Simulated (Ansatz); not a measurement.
SiGe (model structure, Pmma, No. 51, 4 atoms in the cell), treated with PBEsol (PAW; Ansatz, a quantum-chemistry and plane-wave program).

Settings: plane-wave cutoff 520 eV, 10×10×6 k mesh (along the axes of the cell as run), Fermi–Dirac smearing 0.01 eV, scalar-relativistic PAW data made under PBE.

Cell (relaxed with PBEsol):

```cif
data_Ge2Si2
_chemical_formula_sum 'Si2 Ge2'
_space_group_name_H-M_alt 'P 1'
_space_group_IT_number 1
_cell_length_a 3.91776
_cell_length_b 3.92331
_cell_length_c 5.54134
_cell_angle_alpha 90.000
_cell_angle_beta 90.000
_cell_angle_gamma 90.000
loop_
_space_group_symop_operation_xyz
  'x, y, z'
loop_
_atom_site_label
_atom_site_type_symbol
_atom_site_fract_x
_atom_site_fract_y
_atom_site_fract_z
_atom_site_occupancy
Si1 Si 0.75000 0.00000 0.88024 1
Si2 Si 0.25000 0.00000 0.11976 1
Ge1 Ge 0.25000 0.50000 0.36918 1
Ge2 Ge 0.75000 0.50000 0.63082 1
```

Question: Give the computed band gap and smallest direct gap on the k points sampled.

Answer: 
- band gap = 0.28 eV (indirect)
- smallest direct gap on the k points sampled = 0.49 eV

Note: the relaxation could raise the start's symmetry but not lower it, so the cell can be a saddle point.

Spin–orbit coupling is not included.

Cost on a shared machine: about 11 core-seconds (a rough figure).

A model structure was made by putting elements into a prototype or built by hand; it is no filed structure, need not be a known phase, and can be a saddle point held by its symmetry.
